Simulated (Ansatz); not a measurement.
## Effect of pressure 30 GPa on AlN

Consider AlN in the wurtzite structure (space group P6_3mc, No. 186; a = 3.1067 Å, c = 4.9785 Å).

It is then changed as follows: a hydrostatic pressure of 30 GPa.

All numbers come from r2SCAN (Ansatz, an electronic-structure program; PAW; 500 eV plane waves; scalar-relativistic without spin-orbit coupling). k-mesh 12×12×7 (Γ-centred); smearing 0.05 eV (Fermi–Dirac).

The volume per atom drops by 1.13 Å³ to 9.27 Å³ and the density goes up by 0.40 g/cm³, from 3.27 g/cm³ to 3.67 g/cm³. The lattice parameter a shrinks by 0.1063 Å (3.107 Å → 3.000 Å) and the c/a ratio falls by 0.017 to 1.585. The enthalpy H = E + PV relative to the base's energy amounts to +1.83 eV/atom and the band gap rises by 0.87 eV (4.88 eV → 5.75 eV). The gap character goes from direct at Γ to indirect, Γ → K and the smallest direct gap grows by 1.01 eV, from 4.88 eV to 5.89 eV. The electron mass amounts to 0.37 mₑ along c, 0.60 mₑ across (at K) and the valence-band top at Γ (three highest levels, from the VBM) changes from 0.00, -0.22, -0.22 eV to 0.00, -0.39, -0.39 eV.

Final structure:

```yaml
crystal:
  lattice:
    - [3.00039, 0.00000, 0.00000]
    - [-1.50019, 2.59841, 0.00000]
    - [0.00000, 0.00000, 4.75686]
  atoms:
    - { symbol: Al, position: [0.66667, 0.33333, 0.00500] }
    - { symbol: Al, position: [0.33333, 0.66667, 0.50500] }
    - { symbol: N, position: [0.66667, 0.33333, 0.62020] }
    - { symbol: N, position: [0.33333, 0.66667, 0.12020] }
```

Cost of the whole job for the changed cell (relaxation, final SCF and bands): about 17 core-seconds (a rough figure).

Load acts through the strain it causes; cell and atoms are relaxed under it. Effective masses come from finite differences of ±0.01 Å⁻¹. Whether these cells are dynamically stable was not tested. Measured, AlN leaves this structure (for rock salt) near 14 GPa (temperature not stated; as listed in Datta, Sujoy, Jana, Debnarayan, arXiv (2020)), on rising pressure, with hysteresis.
